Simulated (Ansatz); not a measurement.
Work function of faces of hcp Sc in PBE and in r2SCAN, in Ansatz (plane waves, PAW). Symmetric slabs relaxed with PBE from ideal cuts in 1x1 cells (the lowest computed cut and spin start of each face; real faces may reconstruct in larger cells); r2SCAN values are single points on them, with the bulk at the same level. No spin-orbit coupling, no U.

```json
[
 {"face": "(0001)", "PBE (eV)": "3.58", "r2SCAN (eV)": "3.65"},
 {"face": "(10-10)", "PBE (eV)": "3.47", "r2SCAN (eV)": "?"},
 {"face": "(10-11)", "PBE (eV)": "3.38", "r2SCAN (eV)": "3.45"},
 {"face": "(10-12)", "PBE (eV)": "3.01", "r2SCAN (eV)": "3.00"},
 {"face": "(11-20)", "PBE (eV)": "3.12", "r2SCAN (eV)": "3.18"},
 {"face": "(11-21)", "PBE (eV)": "3.08", "r2SCAN (eV)": "3.09"},
 {"face": "(11-22)", "PBE (eV)": "3.18", "r2SCAN (eV)": "3.22"},
 {"face": "(20-21)", "PBE (eV)": "3.39", "r2SCAN (eV)": "3.48"},
 {"face": "(21-30)", "PBE (eV)": "3.19", "r2SCAN (eV)": "3.26"}
]
```

Fit a straight line y = a·x + b by least squares to the 8 complete rows (x: PBE (eV); y: r2SCAN (eV)).

the means are x̄ = 3.2412 and ȳ = 3.2912; Σ(x − x̄)² = 0.25669 and Σ(x − x̄)(y − ȳ) = 0.29089, so a = 1.133 and b = ȳ − a·x̄ = -0.382. The largest residual is 0.029.

What does the line predict for the withheld row, (10-10), and what did the calculation give?

the line gives 3.55; the calculation gave 3.56, a miss of 0.01, of the size of the fitted rows' scatter and rounding.

Ansatz is a quantum-chemistry and plane-wave program.
